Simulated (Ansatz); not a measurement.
## BaTiO3: Ba on a O site (antisite), symmetric start

Consider a 15-atom supercell of BaTiO3 (space group P4mm, No. 99; a = 3.9554 Å, c = 4.0442 Å) at its relaxed geometry.

The change: one O atom is replaced by Ba, atoms relaxed at fixed cell.

Level of theory: PBEsol (Ansatz, a program for electronic structure), spin-orbit coupling left out. k-mesh 4×5×5 (Γ-centred); smearing 0.01 eV (Fermi–Dirac).

```json
{
 "pressure": "22.6 GPa (base 0.0 GPa)",
 "largest_displacement_of_a_host_atom_from_its_site_in_the_perfect_cell": "0.56 Å",
 "shift_of_the_substituted_atom_off_its_lattice_site": "0.44 Å"
}
```

Cost of the whole job for the changed cell (relaxation, final SCF and bands): roughly 40 core-minutes.

The magnetic state is the one reached from the starting moments; the real material's order can differ, and small cells can't hold many antiferromagnetic ones. The cell is small, so the values are those of an ordered compound at a high defect concentration; dilute-limit values will differ. A case with no gap was solved on a k-mesh chosen for an insulator, which is coarse for it. The defect started on the symmetric site and kept its symmetry, so it may sit on a saddle. Starting moments died away, wholly or in part, for Ba on a O site (antisite); another magnetic solution may exist. No Hubbard U is applied, and correlation can decide whether such a compound is a metal. Spin-polarised in the final run: Ba on a O site (antisite); the other runs are not. The defect cell is spin-polarised and ends with 0.2 μB, a fractional moment that hangs on the mesh and smearing.
